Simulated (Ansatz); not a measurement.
We consider In2O3 (Pbcn, No. 60, 20 atoms in the cell; start mp-1105681; a measured phase of this formula has another space group), described by r²SCAN (PAW; Ansatz, a quantum-chemistry and plane-wave program).

Numerical settings: plane-wave cutoff 560 eV, 4×6×6 k mesh (along the axes of the cell as run), Fermi–Dirac smearing 0.01 eV, scalar-relativistic PAW data made under PBE.

Cell (relaxed with PBEsol):

Space group Pbcn (No. 60); a = 7.9718 Å, b = 5.5215 Å, c = 5.6091 Å, α = 90.00°, β = 90.00°, γ = 90.00°

| atom | site | symmetry | x | y | z |
|---|---|---|---|---|---|
| In | 8d | 1 | 0.3851 | 0.2523 | 0.0284 |
| O | 8d | 1 | 0.3496 | 0.1101 | 0.3956 |
| O | 4c | .2. | 0.0000 | 0.0419 | 0.2500 |

Task: Estimate the band gap that the calculation returns.

Result: 
* **band gap**: 1.58 eV

Note: cell and atoms aren't relaxed at this level (largest force component 0.05 eV/Å).

Spin–orbit coupling is not included.

Static lattice: no zero-point or thermal effects.

Cost on a shared machine: around 8 core-minutes (rough).

A start named mp-… is a Materials Project structure, which need not be a measured phase.
